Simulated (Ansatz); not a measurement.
Input:

```
InP
1.0
    4.10261     0.00000     0.00000
   -2.05130     3.55296     0.00000
    0.00000     0.00000     6.73445
In P
2 2
Direct
  0.66667   0.33333   0.99981
  0.33333   0.66667   0.49981
  0.66667   0.33333   0.62539
  0.33333   0.66667   0.12539
```

No spin polarisation.

All numbers come from PBEsol (Ansatz, an electronic-structure program; PAW; 420 eV plane waves; no spin-orbit coupling). Γ-centred 9×9×5 mesh, Fermi–Dirac width 0.05 eV.

Question: What valence-band top at Γ (three highest levels, from the VBM) does the calculation give?

Answer: 0.00, 0.00, -0.12 eV.

Question: What electron mass does the calculation give?

Answer: 0.060 mₑ along c, 0.069 mₑ across (at Γ).

The levels and masses belong to the bands next to the band gap. The cells carry an imposed strain or load. Effective masses come from finite differences of ±0.01 Å⁻¹. Whether these cells are dynamically stable was not tested. The cell was made from InP in the wurtzite structure (space group P6_3mc, No. 186; a model cell, its experimental status unchecked) by this change: isotropic strain −1.11 %. This is not the structure that InP has at room temperature and ambient pressure.
